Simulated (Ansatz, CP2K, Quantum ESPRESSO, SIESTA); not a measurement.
# Code comparison for Ba2IrO4 (I4/mmm, 7 atoms in the cell)

Self-consistent single point.

```xyz
7
Lattice="-2.0165 2.0165 6.7184 2.0165 -2.0165 6.7184 2.0165 2.0165 -6.7184" Properties=species:S:1:pos:R:3 pbc="T T T"
Ba     0.0000     0.0000     4.7688
Ba     0.0000     0.0000     8.6679
Ir     0.0000     0.0000     0.0000
O      0.0000     2.0165     0.0000
O      2.0165     0.0000     0.0000
O      0.0000     0.0000     2.0721
O      0.0000     0.0000    11.3647
```

Shared settings, as Ansatz (an electronic-structure program) writes them: kpoints.mp_grid.grid = 7 7 7; scf.occupations.method = fermi_dirac; scf.occupations.width = 0.0073 Ry. Potentials and cutoffs stand in the table.

```tsv
code	model	pressure (GPa)	largest force (eV/Å)	cutoff
Quantum ESPRESSO	PBEsol, SSSP 1.1.2 efficiency (PBE) pseudopotentials	-4.51	0.116	55 Ry
CP2K	PBEsol, GPW, DZVP-MOLOPT-SR-GTH basis, GTH-PBE potentials (GTH_POTENTIALS)	-2.89	0.211	grid 500 Ry
SIESTA	GGA PBEsol, numerical atomic orbitals DZP, PseudoDojo PBEsol standard norm-conserving potentials (rewritten from UPF to PSML)	-0.96	1.185	grid 350 Ry
Ansatz	PBEsol, PAW files made with PBE	-5.56	0.141	30.9 Ry
```

Size of the force on each atom (eV/Å): Sizes of forces hide their directions.

| code | Ba1 | Ba2 | Ir3 | O4 | O5 | O6 | O7 |
|---|---|---|---|---|---|---|---|
| Quantum ESPRESSO | 0.116 | 0.116 | 0.000 | 0.000 | 0.000 | 0.114 | 0.114 |
| CP2K | 0.073 | 0.073 | 0.000 | 0.000 | 0.000 | 0.211 | 0.211 |
| SIESTA | 1.185 | 1.185 | 0.000 | 0.000 | 0.000 | 0.316 | 0.316 |
| Ansatz | 0.141 | 0.141 | 0.000 | 0.000 | 0.000 | 0.134 | 0.134 |

On Ansatz's run: spin-orbit coupling is off. Spin polarisation is off; with an odd number of electrons in the cell that forces a metal, and a magnetic state may lie lower.

The spread over the programs that give each value: pressure within 4.60 GPa; largest force within 1.069 eV/Å.

CP2K and SIESTA use small atom-centred bases, whose incompleteness enters pressures, forces and empty levels differently from a plane-wave cutoff. Ansatz's pressure is given at a fixed set of plane waves, as the other plane-wave codes print theirs; with its correction for the finite basis it is -5.22 GPa (the shift of 0.34 GPa shows how far the cutoff is from converged). In the pressure, CP2K (by 2.14) and SIESTA (by 4.08) lie more than 1 GPa from the median of the plane-wave programs.

The starting cell comes from a database of computed structures (which also holds hypothetical and non-ambient phases and stackings), without a prior relaxation at this level.

Keys are those of Ansatz 0.2.
